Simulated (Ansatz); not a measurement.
The starting structures come from a database of crystals and need not be the phases stable at ambient conditions.

Tunnelling through a barrier is set by its complex band structure: the current falls as exp(−2κd) with the smallest κ.

Consider the following.

```
HfSrO3
1.0
    5.77701     0.00000     0.00000
    0.00000     8.14071     0.00000
    0.00000     0.00000     5.76053
Sr Hf O
4 4 12
Direct
  0.47560   0.75000   0.50522
  0.52440   0.25000   0.49478
  0.02440   0.25000   0.00522
  0.97560   0.75000   0.99478
  0.00000   0.00000   0.50000
  0.50000   0.00000   0.00000
  0.50000   0.50000   0.00000
  0.00000   0.50000   0.50000
  0.71929   0.53476   0.71931
  0.28071   0.46524   0.28069
  0.78071   0.46524   0.21931
  0.21929   0.53476   0.78069
  0.21929   0.96524   0.78069
  0.78071   0.03476   0.21931
  0.28071   0.03476   0.28069
  0.71929   0.96524   0.71931
  0.01339   0.75000   0.43366
  0.98661   0.25000   0.56634
  0.48661   0.25000   0.93366
  0.51339   0.75000   0.06634
```

Space group of this cell: Pnma. The cell is taken as given.

Transport runs along the normal of the first two printed cell vectors.

The gap is the functional's own. No spin-orbit coupling. Mid-gap values are interpolated on the energy grid.

### Question
Compute, with Ansatz (a program for electronic structure) with PBEsol, the band gap and the smallest decay constant κ at mid-gap.

### Answer
Gap 4.12 eV on a 6×4×6 mesh; κ = 0.330 1/Å, at the zone centre.
